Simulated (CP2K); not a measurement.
Band structure of Ag (Fm-3m, 1 atom in the cell).

```yaml
crystal:
  lattice:
    - [2.91441, 0.00000, 0.00000]
    - [1.45721, 2.52395, 0.00000]
    - [1.45721, 0.84132, 2.37961]
  atoms:
    - { symbol: Ag, position: [0.00000, 0.00000, 0.00000] }
```

Method of the run: PBE, GPW, DZVP-MOLOPT-SR-GTH basis, GTH-PBE potentials (GTH_POTENTIALS) (CP2K).

Settings: CUTOFF = 500 Ry; REL_CUTOFF = 40 Ry; SMEAR/METHOD = GAUSSIAN; SIGMA = 0.272 eV; KPOINTS/SCHEME = MONKHORST-PACK 9 9 9; XC_FUNCTIONAL = PBE; Ag/BASIS_SET = DZVP-MOLOPT-SR-GTH-q11; Ag/POTENTIAL = GTH-PBE-q11; METHOD = GPW; EPS_DEFAULT = 1e-10; EXTRAPOLATION = USE_GUESS; NGRIDS = 5; SCF_GUESS = ATOMIC; EPS_SCF = 1e-06.

The starting cell comes from a database of computed structures (which also holds hypothetical and non-ambient phases and stackings), without a prior relaxation at this level. Its lattice was rescaled by a random factor within 2.5 % of one. Values carry the incompleteness of an atom-centred basis.

Levels in eV from the Fermi level, bands 2 to 7:
| point | 2 | 3 | 4 | 5 | 6 | 7 |
|---|---|---|---|---|---|---|
| Γ | -5.01 | -5.01 | -5.01 | -4.04 | -4.04 | 20.52 |
| X | -6.43 | -3.31 | -3.06 | -3.06 | 1.44 | 6.36 |
| W | -5.26 | -5.26 | -4.02 | -3.06 | 5.70 | 5.70 |
| K | -5.74 | -4.31 | -3.82 | -3.33 | 4.05 | 5.03 |
| L | -5.03 | -5.03 | -3.27 | -3.27 | -0.54 | 3.28 |
| U | -5.74 | -4.31 | -3.82 | -3.33 | 4.05 | 5.03 |

Bands cross the Fermi level along this path, so the cell is metallic at this level.

Higher empty bands are left out: an atom-centred basis made for the valence describes them poorly.
